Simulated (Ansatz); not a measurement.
Consider CdS in the zinc blende structure (space group F-43m, No. 216; a = 5.9271 Å).

Calculations: plane-wave PAW DFT at the PBE level (Ansatz, an electronic-structure program, 420 eV), no SOC, earlier PAW set.

For the base:

Gap between the host's bands: 1.04 eV
Gap character: direct at Γ

Modification: hole doping at 1.0×10^21 cm⁻³ (0.0521 per cell), with a uniform compensating background at fixed cell and a 300 K Fermi–Dirac width.

What does the calculation give for the gap between the host's bands after the change?

The gap between the host's bands increases by 0.045 eV, from 1.04 eV to 1.09 eV.

Estimate the effect on the Fermi level from band edge.

The Fermi level relative to the doped band's edge (positive inside the band; to 0.05 eV) comes out as +0.15 eV.

What happens to the gap character?

The gap character is still direct at Γ.

Charged cell with a jellium background: band edges are those of the host's band count, energies are not comparable with the neutral cell, and many-body gap narrowing is missing. Stability against distortions was not tested.
